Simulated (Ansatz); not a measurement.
# Short convergence ladders for MnF₂ (Cmm2, 6 atoms in the cell)

```
CELL_PARAMETERS angstrom
      4.84565     0.00000     0.00000
      0.00000     4.84565     0.00000
      0.00000     0.00000     3.29345
ATOMIC_POSITIONS crystal
  Mn 0.00000 0.00000 0.01518
  Mn 0.50000 0.50000 0.50000
  F  0.30500 0.30500 0.00000
  F  0.80500 0.19500 0.50000
  F  0.19500 0.80500 0.50000
  F  0.69500 0.69500 0.00000
```
Moments meant for the start (each program seeds them in its own way; μB, in the order of the atoms Mn Mn F F F F): 5.0 -5.0 0.0 0.0 0.0 0.0.

Base method: LDA (PW92), default PAW files made with PBE (plane waves; Ansatz, an electronic-structure program).

Base settings: basis.ecutwfc = 30.9 Ry; kpoints.mp_grid.grid = 2 2 5; hamiltonian.xc = lda; hamiltonian.pseudopotentials = {kind: paw} (the program's default PAW files); magnetization.spin_polarized = true; scf.occupations.method = fermi_dirac; scf.occupations.width = 0.0015 Ry.

The count of work is k-points × plane waves × bands × iterations; it is no time. 

**The cutoff for other potential files**

Level: DFT, LDA (PW92), plane waves, harder PAW files (source: ansatz) made with PBE.

In this ladder: hamiltonian.pseudopotentials = {kind: paw, source: ansatz}.

The second cell is the first with its lattice scaled by 0.98.

The mesh stays at the base's, so the ladder's end is converged at best in this setting alone.

The first pressure column holds Ansatz's estimate of the finite-basis (Pulay) stress, which hides part of the cutoff error; the other is without it.

Only quantities that move along the ladder and can be compared are tabulated; the gap is left out on so coarse a mesh.

```tsv
basis.ecutwfc	free energy less the last step's (meV/atom)	energy of the compressed cell less the first (meV/atom)	pressure (GPa)	pressure without the Pulay estimate (GPa)	largest difference of a force vector from the last step's (eV/Å)	count of work / last
34.5 Ry	2404.31	-3.41	-4.96	-121.25	0.119	0.12
42.6 Ry	596.38	-19.41	-5.63	-42.79	0.036	0.14
54 Ry	68.67	-10.91	-5.40	-11.60	0.001	0.22
65.4 Ry	5.45	-11.76	-5.37	-6.11	0.000	0.27
77.2 Ry	0.31	-11.82	-5.37	-5.41	0.000	0.35
92.6 Ry	0.17	-11.82	-5.37	-5.37	0.000	0.46
115.8 Ry	0.10	-11.82	-5.37	-5.38	0.000	0.65
154.3 Ry	0.00	-11.82	-5.37	-5.37	0.000	1.0
```

Coarsest basis.ecutwfc that holds the pressure within 0.1 GPa of the last step, with all finer ones: 54 Ry, at 0.22 of the last step's count of work; the step before is off by 0.26 GPa.

Coarsest basis.ecutwfc that holds the energy of the compressed cell less the first within 0.5 meV/atom of the last step, with all finer ones: 65.4 Ry, at 0.27 of the last step's count of work; the step before is off by 0.91 meV/atom.

Coarsest basis.ecutwfc that holds the free energy within 1 meV/atom of the last step, with all finer ones: 77.2 Ry, at 0.35 of the last step's count of work; the step before is off by 5.4 meV/atom.

The energy difference between the two cells stays within 1 meV/atom of the last step's from 54 Ry on, the total only from 77.2 Ry on: much of the error is common to both cells and cancels.

At the lowest cutoff the pressure without the Pulay estimate lies 116 GPa under the last step's, the usual sign of Pulay stress in an incomplete plane-wave basis.

**The density cutoff**

The second cell is the first with its lattice scaled by 0.98.

The mesh stays at the base's, so the ladder's end is converged at best in this setting alone.

Only quantities that move along the ladder and can be compared are tabulated; the gap is left out on so coarse a mesh.

```tsv
basis.ecutrho_ratio	free energy less the last step's (meV/atom)	energy of the compressed cell less the first (meV/atom)	pressure (GPa)
2	-3.08	-12.59	-4.80
3	0.14	-12.11	-5.47
4	0.00	-12.10	-5.44
5	0.00	-12.10	-5.44
6	0.00	-12.10	-5.44
8	0.00	-12.10	-5.44
10	0.00	-12.10	-5.44
12	0.00	-12.10	-5.44
16	0.00	-12.10	-5.44
```

Coarsest basis.ecutrho_ratio that holds the pressure within 0.5 GPa of the last step, with all finer ones: 3; the step before is off by 0.64 GPa.

Coarsest basis.ecutrho_ratio that holds the energy of the compressed cell less the first within 0.2 meV/atom of the last step, with all finer ones: 3; the step before is off by 0.49 meV/atom.

Coarsest basis.ecutrho_ratio that holds the free energy within 1 meV/atom of the last step, with all finer ones: 3; the step before is off by 3.1 meV/atom.

The energy difference between the two cells stays within 1 meV/atom of the last step's from 2 on, the total only from 3 on: much of the error is common to both cells and cancels.

On the base run: the starting cell has typed, rounded lattice constants, without a prior relaxation at this level. Its lattice was rescaled by up to half a per cent. One atom was moved a little off its site on purpose. The magnetic order is the one reached from the typed start; others were not searched systematically. In the base run, with a pressure of about -5 GPa the cell is away from its equilibrium volume at this level.

Keys are those of Ansatz 0.2.
